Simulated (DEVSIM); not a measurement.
System: TaN/HfO2/n-Si capacitor, at 300 K.

```csv
layer (left to right),material,thickness (nm),Nd (cm⁻³)
1,HfO2,4.80,-
2,Si,720,6.4e17
```

Metal gate on the left, work function 4.4 eV. Fixed charge at the semiconductor interface -5e11 cm⁻² (in units of +e); no interface traps.

Constants are typed, rounded textbook-type inputs, not results; the design itself was drawn at random and stands for no fabricated device. Values at 300 K.

```tsv
parameter	HfO2	Si
gap (eV)	5.7	1.124
affinity (eV)	2.5	4.05
permittivity	22	11.7
Nc (cm⁻³)	-	2.86e19
Nv (cm⁻³)	-	3.1e19
```

Model (solved in DEVSIM): 1D Poisson equation in equilibrium, Boltzmann statistics, complete ionisation; no quantum confinement or tunnelling. Metal contacts follow the ideal Schottky-Mott rule: no Fermi-level pinning, no interface dipoles.

The substrate doping was swept, all else fixed.

```csv
substrate doping (cm^-3),minimum of the low-frequency capacitance (μF/cm²),threshold voltage (band bending 2φF) (V),flat-band voltage (V)
3.2e16,0.0645,-0.60,0.19
6.4e16,0.0887,-0.63,0.21
1.3e17,0.124,-0.66,0.23
3.2e17,0.182,-0.71,0.25
6.4e17,0.251,-0.76,0.27
1.3e18,0.337,-0.83,0.29
```

From the first row to the last the minimum of the low-frequency capacitance goes from 0.0645 to 0.337. From the first row to the last the threshold voltage (band bending 2φF) goes from -0.60 to -0.83.
